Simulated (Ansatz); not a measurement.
The starting structures come from a database of crystals and need not be the phases stable at ambient conditions.

**Evanescent states of SrMg2FeH8 (P-3m1, not sure to be the ambient phase, 12 atoms a cell, 9.4 Å³ an atom) along the normal of (110)**

All values below come from PBEsol (plane waves, PAW; Ansatz, an electronic-structure program).

No gap correction and no spin-orbit coupling; mid-gap values are interpolated between computed energies.

Energies count from the valence-band top; κ is the least over a 6×4 mesh across the current.

```csv
E (eV),κ (1/Å),where
0.04,0.222,off Γ
0.14,0.290,off Γ
0.23,0.303,off Γ
0.32,0.315,off Γ
0.41,0.326,off Γ
0.49,0.337,off Γ
0.58,0.344,off Γ
0.68,0.345,off Γ
0.77,0.341,off Γ
0.85,0.337,Γ
0.94,0.334,Γ
1.03,0.327,off Γ
1.12,0.299,off Γ
1.22,0.269,off Γ
1.30,0.235,off Γ
1.40,0.195,off Γ
1.49,0.145,off Γ
1.57,0.064,off Γ
```

**Question.** How thick must the barrier be to attenuate the transmission by 10^6 when the electrodes' Fermi level lies at 1.57 eV, and what attenuation does that film give at 1.12 eV?

**Answer.** d = 6 ln 10 / (2 × 0.064) = 107.9 Å. At 1.12 eV it gives 6 × 0.299/0.064 = 28.0 decades.
